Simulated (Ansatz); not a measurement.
The starting structures come from a database of crystals and need not be the phases stable at ambient conditions.

Here is the system:

```
CELL_PARAMETERS angstrom
      6.74984     0.00000     0.00000
     -2.29821    10.38021     0.00000
      2.29821    -3.88032     5.02212
ATOMIC_POSITIONS crystal
  Cs 0.10283 0.03019 0.13302
  Cs 0.89717 0.53019 0.42736
  Cs 0.57003 0.30968 0.87971
  Cs 0.42997 0.80968 0.23965
  S  0.61775 0.14641 0.19846
  S  0.38225 0.64641 0.59436
  S  0.05205 0.14641 0.76416
  S  0.94795 0.64641 0.02866
  S  0.79413 0.00781 0.80194
  S  0.20587 0.50781 0.71368
```

Space group of this cell: Cmc2_1. The cell is taken as given.

Transport runs along the normal of the first two printed cell vectors.

The gap is the functional's own, uncorrected, and κ follows it; spin-orbit coupling is left out. Mid-gap values are interpolated between the computed energies.

Task: Compute, with r2SCAN in Ansatz (an electronic-structure program), the band gap and the smallest decay constant κ at mid-gap.

Result: Gap 1.64 eV on a 6×6×6 mesh; κ = 0.302 1/Å, at (0.500, 0.500) of the in-plane reciprocal vectors. At the zone centre, at the nearest computed energy, the slowest state has κ = 0.41 1/Å.
